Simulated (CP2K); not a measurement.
Band structure of LuCl₃ (P6_3/mmc, 8 atoms in the cell).

```yaml
crystal:
  lattice:
    - [9.50178, 0.00000, 0.00000]
    - [-4.75089, 8.22878, 0.00000]
    - [0.00000, 0.00000, 3.48646]
  atoms:
    - { symbol: Lu, position: [0.66667, 0.33333, 0.25000] }
    - { symbol: Lu, position: [0.33333, 0.66667, 0.75000] }
    - { symbol: Cl, position: [0.78410, 0.21590, 0.75000] }
    - { symbol: Cl, position: [0.21590, 0.78410, 0.25000] }
    - { symbol: Cl, position: [0.56820, 0.78410, 0.25000] }
    - { symbol: Cl, position: [0.43180, 0.21590, 0.75000] }
    - { symbol: Cl, position: [0.78410, 0.56820, 0.75000] }
    - { symbol: Cl, position: [0.21590, 0.43180, 0.25000] }
```

Method: LDA (Pade form), GPW, DZVP-MOLOPT-SR-GTH basis, GTH-PADE potentials (GTH_POTENTIALS) (CP2K).

Settings: CUTOFF = 500 Ry; REL_CUTOFF = 50 Ry; KPOINTS/SCHEME = MONKHORST-PACK 2 2 5; GAMMA_CENTERED = T; XC_FUNCTIONAL = PADE; Lu/BASIS_SET = DZVP-MOLOPT-SR-GTH-q25; Lu/POTENTIAL = GTH-PADE-q25; Cl/BASIS_SET = DZVP-MOLOPT-SR-GTH-q7; Cl/POTENTIAL = GTH-PADE-q7; METHOD = GPW; EPS_DEFAULT = 1e-10; EXTRAPOLATION = USE_GUESS; NGRIDS = 5; SCF_GUESS = ATOMIC.

The starting cell comes from a database of computed structures (which also holds hypothetical and non-ambient phases and stackings), without a prior relaxation at this level. Its lattice was rescaled by a random factor within 2.5 % of one. Spin-orbit coupling is off. Values carry the incompleteness of an atom-centred basis.

Question: Predict the gap along the standard path and the places of the band edges.

Answer: The gap along the path is 3.38 eV, direct at Γ to within 0.01 eV.

Levels in eV from the top of the valence band on the SCF mesh, bands 43 to 47:
```csv
point,43,44,45,46,47
Γ,-0.69,-0.52,-0.37,-0.01,3.38
M,-0.51,-0.47,-0.42,-0.28,3.54
K,-0.44,-0.44,-0.40,-0.40,3.61
A,-0.54,-0.54,-0.22,-0.22,5.18
L,-0.52,-0.52,-0.19,-0.19,5.10
H,-0.51,-0.51,-0.19,-0.19,5.08
```

Higher empty bands are left out: an atom-centred basis made for the valence describes them poorly.
